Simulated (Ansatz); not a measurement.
Here is the system:

```
HgS
1.0
    4.06844     0.00000     0.00000
    2.03422     3.52337     0.00000
    2.03422    -1.17446     3.46139
Hg S
1 1
Cartesian
  0.00000   0.00000   0.04071
  4.06844   0.00000   2.55534
```

No spin polarisation.

Method: PBEsol (Ansatz, a first-principles code; PAW; 420 eV plane waves; no spin-orbit coupling). Settings: 10×10×10 k-points, 0.05 eV Fermi–Dirac smearing.

Question: Predict the pressure, band gap and space group.

Answer: Pressure (mean of the normal stresses, compression positive): 1.3 GPa
Band gap: zero
Space group: R3m (No. 160)

A case with no gap was solved on a k-mesh chosen for an insulator, which is coarse for it. With Hg present, leaving out spin-orbit coupling can change the band edges. The cells carry an imposed strain or load. Stability against distortions was not tested. The final runs are not spin-polarised. The cell was made from HgS in the zinc blende structure (space group F-43m, No. 216) by this change: biaxial strain −2.08 %, plane normal [111], relaxed out of plane. A zero or small gap of HgS can be the functional's error rather than a property of the material.
